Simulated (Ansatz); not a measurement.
Ti2AlB2 (model structure, started from the Ti2InB2 type, P-6m2, No. 187, 5 atoms in the cell), treated with LDA in Ansatz (plane waves, PAW).

Input:

Ansatz 0.2 input:
```yaml
crystal:
  lattice:
    - [2.9534818848, -0.0000002901, 0.0]
    - [-1.4767406911, 2.5577904869, 0.0]
    - [0.0, 0.0, 7.4930935054]
  atoms:
    - { symbol: Ti, position: [0.3333333333, 0.6666666667, 0.7036326492] }
    - { symbol: Ti, position: [0.3333333333, 0.6666666667, 0.2963673508] }
    - { symbol: Al, position: [0.0, 0.0, 0.0] }
    - { symbol: B, position: [0.0, 0.0, 0.5] }
    - { symbol: B, position: [0.6666666667, 0.3333333333, 0.5] }
basis:
  ecutwfc: 520
  ecutrho_ratio: 4
  xc_grid: 2
kpoints:
  mp_grid: { grid: [24, 24, 8] }
hamiltonian:
  xc: lda
  dispersion: none
  pseudopotentials: { kind: paw }
scf:
  occupations: { method: fermi_dirac, width: 0.05 }
output:
  forces: true
  stress: true
  eigenvalues: true
relax:
  f_tol: 0.004
  escape_saddle: false
  max_steps: 80
  cell: { stress_tol: 0.02, fix: [volume] }
```

Excerpt of the program's output:

```
Relaxation: its limit of steps is 80 (relax.max_steps)
Crystal: 5 atoms, lattice volume = 56.606 Å³
Basis set: ecut = 520 eV, 1539 PW (Γ), exchange–correlation on 48×48×120 points (8 copies of the dense FFT grid, shifted against one another)
Bands: 22, of which v1, the nominal top of the filled ones, is band 17 counted from 1 (16 counted from 0)
Symmetry: 12 space group operations
Space group: P-6m2 (ITA 187), of the structure as read, at distance tolerance 3.8e-5 Å
k-points: 305 of 4608 (time reversal used)
Functional: x = slater, c = lda
SCF iter   1: F=—  HF=-5717.225286 eV  |F-HF|=—  |Δ(HF+E_count)|=         —  Δρ=6.29e-3  dr2=3.94e-2
SCF iter   2: F=—  HF=-5717.221075 eV  |F-HF|=—  |Δ(HF+E_count)|=   4.21e-3  Δρ=3.33e-3  dr2=1.58e-2
  ...
SCF 1 converged in 6 iterations: F = -5717.218471 eV  dr2 = 2.84e-8
Crystal: 5 atoms, lattice volume = 56.606 Å³
Initial density: handed on by an earlier stage of this run
SCF 2 converged in 6 iterations: F = -5717.219724 eV  dr2 = 2.00e-9
Crystal: 5 atoms, lattice volume = 56.606 Å³
SCF 3 converged in 6 iterations: F = -5717.219738 eV  dr2 = 2.46e-11
Crystal: 5 atoms, lattice volume = 56.606 Å³
SCF iter   6: F=-5717.219737 eV  HF=-5717.219737 eV  |F-HF|=1.82e-12  |Δ(HF+E_count)|=  1.82e-12  Δρ=6.63e-10  dr2=8.73e-16
SCF iter   7: F=-5717.219737 eV  HF=-5717.219737 eV  |F-HF|=1.82e-12  |Δ(HF+E_count)|=  3.64e-12  Δρ=1.99e-10  dr2=5.67e-17
SCF 4 converged in 7 iterations: F = -5717.219737 eV  dr2 = 5.67e-17
SCF converged after 7 iterations
Free energy (F): -5717.219737 eV
Internal energy: -5717.206837 eV  (E = F + TS)
E sigma→0 (E₀):  -5717.213287 eV
Fermi energy:    12.440662 eV
--- Forces (eV/Å), atoms counted from 1 ---
  atom   1  Ti     0.00000000    -0.00000000    -0.00035025
  atom   2  Ti     0.00000000    -0.00000000     0.00035025
  atom   3  Al     0.00000000    -0.00000000    -0.00000000
  atom   4  B      0.00000000     0.00000000     0.00000000
  atom   5  B      0.00000000    -0.00000000    -0.00000000
--- Stress (GPa, compression-positive) ---
        3.612866       0.000000      -0.000000
        0.000000       3.612866       0.000000
       -0.000000       0.000000       3.602421
  P = ⅓ Tr σ = 3.6094 GPa (36.094 kbar)
```

The cell is one volume of an energy–volume scan, off the minimum.

The PAW data were made under PBE.

Note: the run has no spin polarisation, so it can have missed a magnetic state. Note: the relaxation could raise the start's symmetry but not lower it, so the cell can be a saddle point.

It cost about 100 core-seconds (a rough figure) of CPU time.

A model structure was made by putting elements into a prototype or built by hand; it is no filed structure, need not be a known phase, and can be a saddle point held by its symmetry.

Ansatz is a program for electronic structure.
